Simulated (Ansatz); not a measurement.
Worked example: self-consistent single point of MoS2 (R3m, 3 atoms in the cell) in Ansatz (a quantum-chemistry and plane-wave program).

Level of theory: PBE-D4 (plane waves, PAW; Ansatz).

```yaml
crystal:
  lattice:
    - [1.58150, 0.91308, 6.12333]
    - [-1.58150, 0.91308, 6.12333]
    - [0.00000, -1.82616, 6.12333]
  atoms:
    - { symbol: Mo, position: [0.00000, 0.00000, 0.00000] }
    - { symbol: S, position: [0.25160, 0.25160, 0.25160] }
    - { symbol: S, position: [0.41510, 0.41510, 0.41510] }
```

Reference input (self-consistent single point, DFT, PBE, plane waves, default PAW files): kpoints.mp_grid.grid = 12 12 12; hamiltonian.xc = pbe; hamiltonian.pseudopotentials = {kind: paw} (the program's default PAW files); scf.occupations.method = methfessel_paxton; scf.occupations.width = 0.2 eV. This run's input differs from it in these lines:

```diff
@@ -14,2 +14,3 @@
   xc: pbe
+  dispersion: d4
   pseudopotentials: { kind: paw }
```

Output (repeated stretches shortened):

```
SCF iter   1: F=—  HF=-6763.965782 eV  |F-HF|=—  |Δ(HF+E_count)|=         —  Δρ=5.64e-3  dr2=4.10e-3  ethr=1.77e-3  ⟨swp⟩=5.1  Hψ=16813  notcnv=0
all-band conjugate gradients solve this SCF's bands
preconditioner: auto → none
SCF iter   2: F=—  HF=-6763.969711 eV  |F-HF|=—  |Δ(HF+E_count)|=   3.93e-3  S|Δr|=    0.00e0  Δρ=2.91e-3  dr2=1.09e-3  ethr=1.58e-5  ⟨swp⟩=2.0  Hψ=6382  notcnv=0
   [... lines left out ...]
SCF iter   6: F=—  HF=-6763.971857 eV  |F-HF|=—  |Δ(HF+E_count)|=   6.45e-5  S|Δr|=    0.00e0  Δρ=6.31e-5  dr2=1.68e-6  ethr=6.36e-8  ⟨swp⟩=2.1  Hψ=4373  notcnv=0
SCF iter   7: F=—  HF=-6763.971858 eV  |F-HF|=—  |Δ(HF+E_count)|=   8.61e-7  S|Δr|=    0.00e0  Δρ=1.65e-5  dr2=3.48e-7  ethr=6.45e-9  ⟨swp⟩=2.0  Hψ=4908  notcnv=0
SCF iter   8: F=-6763.971858 eV  HF=-6763.971858 eV  |F-HF|=2.34e-8  |Δ(HF+E_count)|=   4.54e-8  S|Δr|=    0.00e0  Δρ=4.95e-6  dr2=5.26e-9  ethr=3.85e-10  ⟨swp⟩=5.7  Hψ=13092  notcnv=0
SCF 1 converged in 8 iterations: F = -6763.971858 eV  dr2 = 5.26e-9
Stability not checked (fill_not_monotonic)
Free energy (F): -6763.971858 eV
Internal energy: -6763.972031 eV  (E = F + TS)
E sigma→0 (E₀):  -6763.971901 eV
Entropy (-TS):   0.000174 eV (0.058 meV/atom)
Fermi energy:    11.499116 eV
--- Forces (eV/Å), atoms counted from 1 ---
  atom   1  Mo    -0.00000000    -0.00000000     0.00176750
  atom   2  S      0.00000000     0.00000003    -1.28006926
  atom   3  S     -0.00000000    -0.00000003     1.27828715
--- Stress (GPa, compression-positive) ---
        3.311607       0.000000      -0.000000
        0.000000       3.311607      -0.000000
       -0.000000      -0.000000      10.254735
  P = ⅓ Tr σ = 5.6260 GPa (56.260 kbar)
  The stress holds the Pulay correction. Without it, at fixed plane waves, as pw.x and ABINIT print it: P = 5.6067 GPa
```

The run converged in 8 iterations. Against the reference run the pressure goes from 9.27 to 5.63 GPa and the largest force goes from 1.292 to 1.280 eV/Å.

The starting cell comes from a database of published, mostly measured structures (it also holds non-ambient and calculated ones), without a prior relaxation at this level. Spin polarisation is off. With a pressure of about 6 GPa the cell is away from its equilibrium volume at this level. Forces in this geometry exceed 1 eV/Å. Ansatz's pressure includes its estimate of the finite-basis (Pulay) stress.

Keys are those of Ansatz 0.2.
